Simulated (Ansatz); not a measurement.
Base system: HgS in the zinc blende structure (space group F-43m, No. 216; a = 5.812 Å). Axes: x, y, z lie along the cube axes.

Level of theory: LDA (Ansatz, an electronic-structure program), scalar-relativistic without spin-orbit coupling.

Before the change:

| Quantity | Value |
|---|---|
| Shortest interatomic distance | 2.517 Å |
| Pressure | 0.0 GPa |
| Band gap | zero |

Perturbation: tensile biaxial strain of 1.25 % in the plane normal to [111], as in epitaxy on a mismatched substrate; the out-of-plane cell vector and the atoms relax.

Q: Predict the new shortest interatomic distance, energy relative to the base, pressure and band gap.

A: The shortest interatomic distance increases by 0.010 Å, from 2.517 Å to 2.527 Å; the energy goes up by 2.4 meV/atom; the pressure (mean of the normal stresses, compression positive) goes from zero to -0.9 GPa; the band gap stays zero.

Spin-orbit coupling, missing from the scalar runs, can matter with Hg. No phonon test of stability was made. All final runs are without spin polarisation. Gaps under 0.05 eV, about the width of the smearing, are given as zero. The zero or small gap of HgS can change with the level of theory.
